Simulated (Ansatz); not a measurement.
Cubic perovskite CsCdF3 was calculated with B3LYP (VWN-RPA form) in Ansatz (PAW).

Numerical settings: plane-wave cutoff 460 eV, 6×6×6 k mesh, Fermi–Dirac smearing 0.01 eV, scalar-relativistic PAW data made under PBE.

Cell (relaxed at this level):

CdCsF$_{3}$ is modelled in the cubic space group Pm-3m (No. 221), the cubic perovskite structure, Pearson symbol cP5. Lattice parameters: a = b = c = 4.5472 Å, α = β = γ = 90.00°. Cs on 1a sees 12 F at 3.215 Å (cuboctahedral). Cd on 1b is surrounded by 6 F at 2.274 Å (octahedral). F on 3c is coordinated by 2 Cd at 2.274 Å and 4 Cs at 3.215 Å (octahedral). (Neighbours: up to the widest gap in distance over summed covalent radii, below 1.35, at either atom; cation-cation and far metal-metal contacts left out.)

### Question
Estimate the bulk modulus B0, band gap, smallest direct gap on the k points sampled and pressure derivative B′ of the bulk modulus that the calculation returns.

### Answer

- bulk modulus B0 = 56.3 GPa
- band gap = 5.49 eV (on the SCF k mesh)
- smallest direct gap on the k points sampled = 6.58 eV
- pressure derivative B′ of the bulk modulus = 4.9

Note: the relaxation could not lower the start's symmetry, so the cell can be a saddle point above a distorted one.

Spin–orbit coupling is not included.

Computed values are for the static lattice.

Computing time: roughly 24 core-minutes.

Ansatz is a program for electronic structure.
